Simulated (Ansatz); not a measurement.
Consider Sb (space group R-3m, No. 166; layered; relaxed with 0.1 eV smearing).

```
Sb
1.0
    2.16313     1.24888     3.77967
   -2.16313     1.24888     3.77967
    0.00000    -2.49776     3.77967
Sb
2
Direct
  0.23339   0.23339   0.23339
  0.76661   0.76661   0.76661
```

Cartesian axes are those of the cell as printed.

All numbers come from Ansatz (a first-principles code) r2SCAN+rVV10, no spin-orbit coupling.

Strains are applied to the cell and any free atomic positions relax; under biaxial strain the out-of-plane vector relaxes too.

One change was made to it. Results:

| quantity | base | after |
|---|---|---|
| volume per atom | 30.63 Å³ | 30.44 Å³ |
| pressure (mean of the normal stresses, compression positive) | 0.0 GPa | 0.5 GPa |
| energy relative to the base (free energy F) | 0 meV/atom | +1.0 meV/atom |

Task: What was done to the base?
A) biaxial strain −0.75 %, plane normal [001], relaxed out of plane
B) isotropic strain −1.20 %
C) biaxial strain +0.50 %, plane normal [001], relaxed out of plane
D) uniaxial strain ε_xx = +2.13 %

Result: A, biaxial strain −0.75 %, plane normal [001], relaxed out of plane. For comparison, the pressure in the other runs: isotropic strain −1.20 % gives 1.6 GPa; uniaxial strain ε_xx = +2.13 % gives -1.0 GPa; biaxial strain +0.50 %, plane normal [001], relaxed out of plane gives -0.3 GPa.

Stability against distortions was not tested.
